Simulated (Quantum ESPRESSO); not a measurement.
Input and output of a self-consistent single point for InPd (Pm-3m, 2 atoms in the cell) (Quantum ESPRESSO).

Method: PBE, SSSP 1.1.2 efficiency (PBE) pseudopotentials (plane waves; Quantum ESPRESSO).

The change in words: lattice scaled by 0.98. Reference geometry:
```yaml
crystal:
  lattice:
    - [3.33110, 0.00000, 0.00000]
    - [0.00000, 3.33110, 0.00000]
    - [0.00000, 0.00000, 3.33110]
  atoms:
    - { symbol: In, position: [0.00000, 0.00000, 0.00000] }
    - { symbol: Pd, position: [0.50000, 0.50000, 0.50000] }
```

Reference input (self-consistent single point, DFT, PBE, plane waves, SSSP 1.1.2 efficiency (PBE) pseudopotentials): ecutwfc = 60 Ry; ecutrho = 480 Ry; occupations = smearing; smearing = gauss; degauss = 0.019992 Ry; potentials = {In: In.pbe-dn-rrkjus_psl.0.2.2.UPF, Pd: Pd_ONCV_PBE-1.0.oncvpsp.upf}; K_POINTS = automatic 10 10 10 0 0 0; conv_thr = 1e-10 Ry; mixing_beta = 0.3. This run's input differs from it in these lines:

```diff
@@ -31,5 +31,5 @@
 CELL_PARAMETERS {angstrom}
-   3.3311010000     0.0000000000     0.0000000000
-   0.0000000000     3.3311010000     0.0000000000
-   0.0000000000     0.0000000000     3.3311010000
+   3.2644790000     0.0000000000     0.0000000000
+   0.0000000000     3.2644790000     0.0000000000
+   0.0000000000     0.0000000000     3.2644790000
```

Output (repeated stretches shortened):

```
     Self-consistent Calculation

     iteration #  1     ecut=    60.00 Ry     beta= 0.30

     total energy              =    -398.04509961 Ry
     estimated scf accuracy    <       0.34712453 Ry

     iteration #  2     ecut=    60.00 Ry     beta= 0.30

     total energy              =    -398.11752806 Ry
     estimated scf accuracy    <       0.01632018 Ry

     iteration #  3     ecut=    60.00 Ry     beta= 0.30

     total energy              =    -398.11909318 Ry
     estimated scf accuracy    <       0.00435923 Ry

   [... 7 blocks of this kind left out ...]

     iteration # 11     ecut=    60.00 Ry     beta= 0.30

     total energy              =    -398.11975633 Ry
     estimated scf accuracy    <          5.9E-10 Ry

     iteration # 12     ecut=    60.00 Ry     beta= 0.30
     End of self-consistent calculation

     the Fermi energy is    16.9632 ev

!    total energy              =    -398.11975634 Ry
     estimated scf accuracy    <          2.9E-11 Ry
     smearing contrib. (-TS)   =      -0.00194105 Ry
     internal energy E=F+TS    =    -398.11781529 Ry

     convergence has been achieved in  12 iterations

     Forces acting on atoms (cartesian axes, Ry/au):

     atom    1 type  1   force =     0.00000000    0.00000000    0.00000000
     atom    2 type  2   force =     0.00000000    0.00000000    0.00000000

     Total force =     0.000000     Total SCF correction =     0.000000

          total   stress  (Ry/bohr**3)                   (kbar)     P=       46.86
   0.00031853   0.00000000   0.00000000           46.86        0.00        0.00
   0.00000000   0.00031853   0.00000000            0.00       46.86        0.00
   0.00000000   0.00000000   0.00031853            0.00        0.00       46.86

   JOB DONE.
```

The run converged in 12 iterations. Against the reference run the free energy rises by 7.5 meV/atom and the pressure goes from -2.38 to 4.69 GPa. The full log also holds: “c_bands:  1 eigenvalues not converged”.

The starting cell comes from a database of computed structures (which also holds hypothetical and non-ambient phases and stackings), without a prior relaxation at this level. Its lattice was rescaled by a random factor within 2.5 % of one. For this run, on top of that: lattice scaled by 0.98. Spin polarisation is off. With a pressure of about 5 GPa the cell is away from its equilibrium volume at this level.

Cost on one core of a shared machine: roughly 50 s.
